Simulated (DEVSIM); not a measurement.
Structure: Schottky contact on n-type Ge, at 300 K.

Layer 1 from the left is Ge, thickness (μm) 2.60, Nd (cm⁻³) 4.7e16, τn (s) 1.8e-6, τp (s) 1.8e-6.

Left contact: Schottky, work function 4.42 eV, emission velocity 3.3e6 cm/s. Right contact: ohmic. Voltage is applied to the left contact. Recombination: SRH at mid-gap, radiative, Auger. Mobility is constant in doping.

Constants are typed, rounded textbook-type inputs, not results; the design itself was drawn at random and stands for no fabricated device. Values at 300 K.

Ge: gap (eV) 0.664, affinity (eV) 4, permittivity 16, Nc (cm⁻³) 1.04e19, Nv (cm⁻³) 6e18, μn (cm²/Vs) 3900, μp (cm²/Vs) 1900, B (cm³/s) 6.4e-14, Cn (cm⁶/s) 1e-31, Cp (cm⁶/s) 1e-31.

### Question
Estimate by hand the built-in potential, the peak field at zero bias, and compare with a numerical solution.

### Answer

- Built-in potential: barrier φB = 0.420 eV; Vbi = φB − kT/q ln(N_band/N) = 0.280 V; numerical 0.280 V.
- Peak field at zero bias: depletion approximation: W = √(2εVbi/(qN)) = 0.103 μm with N = 4.70e16 cm⁻³; field = 2Vbi/W = 54600 V/cm; numerical 51800 V/cm (estimate above by 5.4 %).

Model (solved in DEVSIM): 1D drift-diffusion, Boltzmann statistics, complete ionisation; no tunnelling, impact ionisation, image-force lowering or self-heating. Metal contacts follow the ideal Schottky-Mott rule: no Fermi-level pinning, no interface dipoles.
